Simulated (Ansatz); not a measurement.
Several settings converged on LaFeSi (P4mm, 6 atoms in the cell)

```yaml
crystal:
  lattice:
    - [4.15285, 0.00000, 0.00000]
    - [0.00000, 4.15285, 0.00000]
    - [0.00000, 0.00000, 7.32817]
  atoms:
    - { symbol: La, position: [0.50000, 0.00000, 0.69495] }
    - { symbol: La, position: [0.00000, 0.50000, 0.31187] }
    - { symbol: Fe, position: [0.00000, 0.00000, 0.00000], spin: 4.0 }
    - { symbol: Fe, position: [0.50000, 0.50000, 0.00000], spin: 4.0 }
    - { symbol: Si, position: [0.50000, 0.00000, 0.16567] }
    - { symbol: Si, position: [0.00000, 0.50000, 0.83433] }
```
(The spins are starting values, not results.)

Base method: PBEsol, default PAW files made with PBE (plane waves; Ansatz, a first-principles code).

Base settings: basis.ecutwfc = 420 eV; kpoints.mp_grid.grid = 3 3 2; hamiltonian.xc = pbesol; hamiltonian.pseudopotentials = {kind: paw} (the program's default PAW files); magnetization.spin_polarized = true; scf.occupations.method = fermi_dirac; scf.occupations.width = 0.1 eV.

The count of work is k-points × plane waves × bands × iterations; it is no time. Core times come from one kind of shared machine, to one figure; runs under 30 s give none.

**The cutoff for other potential files**

Level: DFT, PBEsol, plane waves, harder PAW files (source: ansatz) made with PBE.

In this ladder: hamiltonian.pseudopotentials = {kind: paw, source: ansatz}.

The second cell is the first with its lattice scaled by 0.98.

The mesh stays at the base's, so the ladder's end is converged at best in this setting alone.

The first pressure column holds Ansatz's estimate of the finite-basis (Pulay) stress, which hides part of the cutoff error; the other is without it.

Only quantities that move along the ladder and can be compared are tabulated.

```csv
basis.ecutwfc,free energy less the last step's (meV/atom),energy of the compressed cell less the first (meV/atom),pressure (GPa),pressure without the Pulay estimate (GPa),largest difference of a force vector from the last step's (eV/Å),count of work / last,core time / last (rough)
380 eV,2010.04,-61.86,-11.86,-73.09,0.278,0.099,–
465 eV,513.36,-58.56,-9.09,-29.18,0.079,0.14,0.3
590 eV,55.19,-48.15,-8.77,-11.81,0.012,0.20,0.3
715 eV,3.92,-46.91,-8.59,-8.93,0.001,0.28,0.4
845 eV,0.13,-46.81,-8.59,-8.60,0.000,0.37,0.3
1015 eV,0.02,-46.82,-8.59,-8.59,0.000,0.49,0.7
1265 eV,0.01,-46.82,-8.59,-8.59,0.000,0.64,0.9
1690 eV,0.00,-46.82,-8.59,-8.59,0.000,1.0,1
```

Coarsest basis.ecutwfc that holds the energy of the compressed cell less the first within 0.2 meV/atom of the last step, with all finer ones: 715 eV, at 0.28 of the last step's count of work and about 0.4 of the last step's time; the step before is off by 1.3 meV/atom.

Coarsest basis.ecutwfc that holds the pressure within 0.05 GPa of the last step, with all finer ones: 715 eV, at 0.28 of the last step's count of work and about 0.4 of the last step's time; the step before is off by 0.18 GPa.

Coarsest basis.ecutwfc that holds the free energy within 2 meV/atom of the last step, with all finer ones: 845 eV, at 0.37 of the last step's count of work and about 0.3 of the last step's time; the step before is off by 3.9 meV/atom.

The energy difference between the two cells stays within 1 meV/atom of the last step's from 715 eV on, the total only from 845 eV on: much of the error is common to both cells and cancels.

At the lowest cutoff the pressure without the Pulay estimate lies 64.5 GPa under the last step's, the usual sign of Pulay stress in an incomplete plane-wave basis.

**The relaxed cell against the cutoff**

On LaFeSi (P4/nmm, 6 atoms in the cell): atoms on their sites.

In this ladder: relax = cell and atoms.

The mesh stays at the base's, so the ladder's end is converged at best in this setting alone.

Only quantities that move along the ladder and can be compared are tabulated.

| basis.ecutwfc | relaxed volume (Å³/atom) | relaxation steps | core time / last (rough) |
|---|---|---|---|
| 250 eV | 19.454 | 31 | 0.8 |
| 295 eV | 19.538 | 21 | 0.3 |
| 355 eV | 19.525 | 12 | 0.5 |
| 420 eV | 19.511 | 7 | 0.4 |
| 505 eV | 19.510 | 7 | 0.5 |
| 630 eV | 19.508 | 7 | 0.8 |
| 840 eV | 19.508 | 7 | 1 |

Coarsest basis.ecutwfc that holds the relaxed volume within 0.039 Å³/atom of the last step, with all finer ones: 295 eV, at about 0.3 of the last step's time; the step before is off by 0.055 Å³/atom.

At the lowest cutoff the cell relaxes to a volume 0.3 % smaller than at the highest. Ansatz relaxes on a stress corrected for the finite basis.

On the base run: the starting cell comes from a database of computed structures (which also holds hypothetical and non-ambient phases and stackings), without a prior relaxation at this level. Its lattice was rescaled by up to half a per cent. One atom was moved a little off its site on purpose. The starting moments vanished: the run ended non-magnetic, which need not be the lowest state. The program warned that a starting moment was not kept. In the base run, forces exceed 1 eV/Å. Without a gap this mesh is coarse (it stands for a supercell whose shortest vector is 12 Å).

Left out of this page: 1 run of the series stopped by limits of time or memory.

Keys are those of Ansatz 0.2.
